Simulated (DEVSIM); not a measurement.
Device: Si n+/n-/n+ resistor, at 300 K.

| layer (left to right) | material | thickness (μm) | Nd (cm⁻³) | τn (s) | τp (s) |
|---|---|---|---|---|---|
| 1 | Si | 0.320 | 5.5e17 | 7.1e-7 | 7.1e-7 |
| 2 | Si | 1.00 | 4.1e14 | 7.1e-7 | 7.1e-7 |
| 3 | Si | 0.420 | 2.9e18 | 7.1e-7 | 7.1e-7 |

Left contact: ohmic. Right contact: ohmic. Voltage is applied to the left contact. Recombination: SRH at mid-gap. Mobility is constant in doping.

Constants are typed, rounded textbook-type inputs, not results; the design itself was drawn at random and stands for no fabricated device. Values at 300 K.

```csv
parameter,Si
gap (eV),1.124
affinity (eV),4.05
permittivity,11.7
Nc (cm⁻³),2.86e19
Nv (cm⁻³),3.1e19
μn (cm²/Vs),1417
μp (cm²/Vs),470
```

DEVSIM, 1D drift-diffusion, Boltzmann statistics, complete ionisation; no tunnelling, impact ionisation, image-force lowering or self-heating.

Problem. Give the dark forward current.

Solution. 
(V (V), J (A/cm²)): (0.05, 120); (0.10, 240); (0.20, 510); (0.25, 650); (0.35, 970); (0.40, 1100); (0.50, 1500); (0.55, 1700); (0.65, 2100); (0.70, 2400); (0.75, 2600); (0.85, 3100); (0.90, 3400); (1.00, 3900); (1.05, 4200); (1.15, 4800); (1.20, 5100); (1.30, 5800); (1.35, 6100); (1.40, 6500); (1.50, 7200); (1.55, 7600); (1.65, 8300); (1.70, 8700); (1.80, 9600); (1.85, 10000); (1.95, 11000); (2.00, 11000)
